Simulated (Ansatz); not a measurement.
Here is the system:

```xyz
6
Lattice="-3.3115 3.3115 2.6957 3.3115 -3.3115 2.6957 3.3115 3.3115 -2.6957" Properties=species:S:1:pos:R:3 pbc="T T T"
Zr     1.0149     4.3263     0.0000
Zr     2.2966    -1.0149     2.6957
Zr     2.2966     1.0149     0.0000
Zr     1.0149     2.2966     2.6957
Ga     0.0000     0.0000     1.3479
Ga     0.0000     0.0000     4.0436
```

These are PBEsol, DFPT electron-phonon coupling, linearised Boltzmann equation (plane waves, PAW, scalar-relativistic; Ansatz, a quantum-chemistry and plane-wave program) values and carry that method's errors. Cell: relaxed with this functional, without spin-orbit coupling.

Problem. Predict the intrinsic resistivity at 300 K.

Solution. 47 (x), 47 (y), 27 (z) μΩ·cm.

Problem. And the electrons' mean free path at that temperature?

Solution. 3.4 (x), 3.4 (y), 3.9 (z) nm, weighted by the current that each state carries. Wires not much wider than this gain resistivity from their walls.

A metal at this level (no band gap). Only scattering by harmonic phonons is included (no impurities, grain boundaries, electron-electron scattering or thermal expansion). Spin-orbit coupling is left out. Halving the electron mesh (20x20x20) moves the resistivity by up to 13 % at 300 K, the mean free path by up to 9 %. Smearing 0.20 eV; phonons on a 4x4x4 q mesh, which this run doesn't test.

Formula and space group known from diffraction (Crystallography Open Database), not checked to be the room-temperature form: Zr2Ga (I4/mcm).
